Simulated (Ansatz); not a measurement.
The reference is CdS in the zinc blende structure (space group F-43m, No. 216).

```
CdS
1.0
    0.00000     2.96333     2.96333
    2.96333     0.00000     2.96333
    2.96333     2.96333     0.00000
Cd S
1 1
Cartesian
  0.00000   0.00000   0.00000
  1.48167   1.48167   1.48167
```

All numbers come from PBE (Ansatz, a quantum-chemistry and plane-wave program), no spin-orbit coupling.

For the base:

The width of the top valence band is 2.02 eV, the band gap is 1.04 eV and the electron mass comes out as 0.12 mₑ (at Γ).

Modification: every lattice vector is stretched by 2.00 %; the atoms relax in the strained cell.

Estimate the effect on the width of the top valence band, band gap, electron mass and energy relative to the base.

The width of the top valence band decreases by 0.19 eV, from 2.02 eV to 1.83 eV; the band gap shrinks by 0.13 eV (1.04 eV → 0.91 eV); the electron mass goes from 0.12 mₑ (at Γ) to 0.11 mₑ (at Γ); the energy goes up by 15 meV/atom.

Effective masses come from finite differences of ±0.01 Å⁻¹. No phonon test of stability was made.
